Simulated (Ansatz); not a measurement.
Base system: KTaO3 in the cubic perovskite structure (space group Pm-3m, No. 221; a = 3.989 Å).

Method: r2SCAN (Ansatz, an electronic-structure program, PAW, no SOC), earlier PAW set.

Before the change:

Gap between the host's bands: 2.64 eV

The change: 0.127 holes added to each cell, a density of 2.0×10^21 cm⁻³, with a uniform compensating background at fixed cell and a 300 K Fermi–Dirac width.

Q: How does this affect the Fermi level from band edge?

A: The Fermi level relative to the doped band's edge (positive inside the band; to 0.05 eV) is +0.05 eV.

Q: What happens to the gap between the host's bands?

A: The gap between the host's bands goes up by 0.07 eV (2.64 eV → 2.71 eV).

Charged cell with a jellium background: band edges are those of the host's band count, energies are not comparable with the neutral cell, and many-body gap narrowing is missing. With Ta present, leaving out spin-orbit coupling can change the band edges. Stability against distortions was not tested.
